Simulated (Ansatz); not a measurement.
The parent structure is GaSb in the zinc blende structure (space group F-43m, No. 216).

```
GaSb
1.0
    0.00000     3.10704     3.10704
    3.10704     0.00000     3.10704
    3.10704     3.10704     0.00000
Sb Ga
1 1
Direct
  0.75000   0.75000   0.75000
  0.00000   0.00000   0.00000
```

Levels (all Ansatz, a quantum-chemistry and plane-wave program, PAW, earlier PAW set): PBE (420 eV, no SOC); r2SCAN (500 eV, no spin-orbit coupling).

The geometry is relaxed with PBE.

| Item | Result |
|---|---|
| PBE band gap | zero |
| PBE pressure | 0.0 GPa |

Problem. What does r2SCAN give at this geometry for the band gap and pressure?

Solution. The band gap changes from zero to 0.12 eV; the pressure goes from zero to -1.9 GPa.

Single points use the geometry relaxed with PBE. Their cutoffs differ, which shifts pressures a little. With Sb present, leaving out spin-orbit coupling can change the band edges. No phonon test of stability was made. The final runs are not spin-polarised. The zero or small gap of GaSb can change with the level of theory.
